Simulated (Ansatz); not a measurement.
## AlRu: response to strain

Take AlRu in the CsCl type structure (space group Pm-3m, No. 221; a = 3.0048 Å; relaxed with 0.1 eV smearing) as the base.

Strains are applied to the cell and any free atomic positions relax.

Method: PBE, PAW, 420 eV (Ansatz, a program for electronic structure; no SOC).

Notes on the quantities. energy relative to the base: free energy F.

```csv
isotropic strain (%),energy relative to the base (meV/atom)
-3,77.1
-2,33.1
-0.5,2.0
0,0.0
0.5,1.9
1,?
2,28.9
2.5,44.3
3,62.8
```

### Question
Fit ΔE = Aε² + Bε³ (ε in %) to the rows shown and predict the withheld row.

### Answer
Least squares on the printed values gives A = 7.77 and B = -0.27 meV/atom (largest residual 0.1 meV/atom); this predicts 7.5 meV/atom, and the run gives 7.5 meV/atom, in agreement.

Stability against distortions was not tested. The final runs are not spin-polarised.
